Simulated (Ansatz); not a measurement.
System: Hg (R-3m, No. 166, 1 atom in the cell). Method: PBE+SOC in Ansatz (PAW).

Numerical settings: plane-wave cutoff 520 eV, 20×20×20 k mesh, Fermi–Dirac smearing 0.05 eV, PAW data made under PBE.

Cell (relaxed at this level):

Space group R-3m, hexagonal axes (No. 166); a = b = 4.224 Å, c = 5.437 Å, α = β = 90.00°, γ = 120.00°

```json
[
 {"atom": "Hg", "site": "3a", "symmetry": "-3m", "x": "0.0000", "y": "0.0000", "z": "0.0000"}
]
```
(The calculation used a cell of 1 atom; values per cell refer to that cell.)

Task: Predict the bulk modulus B0 and pressure derivative B′ of the bulk modulus.

Result: 
- bulk modulus B0: 22.4 GPa
- pressure derivative B′ of the bulk modulus: 9.9

The run finds no gap.

Note: the relaxation could not lower the start's symmetry, so the cell can be a saddle point above a distorted one; the bulk modulus comes from volumes at which shape and atoms were relaxed.

Static lattice: no zero-point or thermal effects.

Ansatz is a program for electronic structure.
